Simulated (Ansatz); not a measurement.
## What uniaxial strain ε_zz = +1.50 % does to Al

Consider Al in the fcc (Cu type) structure (space group Fm-3m, No. 225; a = 3.984 Å; relaxed with 0.1 eV smearing). Axes: x, y, z lie along the cube axes.

Perturbation: the cell is stretched by 1.50 % along z with no lateral relaxation, atoms relaxed at fixed cell.

Method: LDA/PAW in Ansatz (a first-principles code), without spin-orbit coupling. k-mesh 28×28×28 (Γ-centred); smearing 0.1 eV (Fermi–Dirac).

| quantity | base | changed | shift |
|---|---|---|---|
| volume per atom | 15.81 Å³ | 16.04 Å³ | +0.237 Å³ |
| energy relative to the base (free energy F) | 0 meV/atom | +1.2 meV/atom | +1.2 meV/atom |
| pressure (mean of the normal stresses, compression positive) | 0.0 GPa | -1.2 GPa | -1.2 GPa |
| band gap | zero | zero | – |
| stress (xx, yy, zz, yz, xz, xy; compression positive) | – | (-1.0, -1.0, -1.6, 0.0, 0.0, 0.0) GPa | – |

Whether these cells are dynamically stable was not tested.
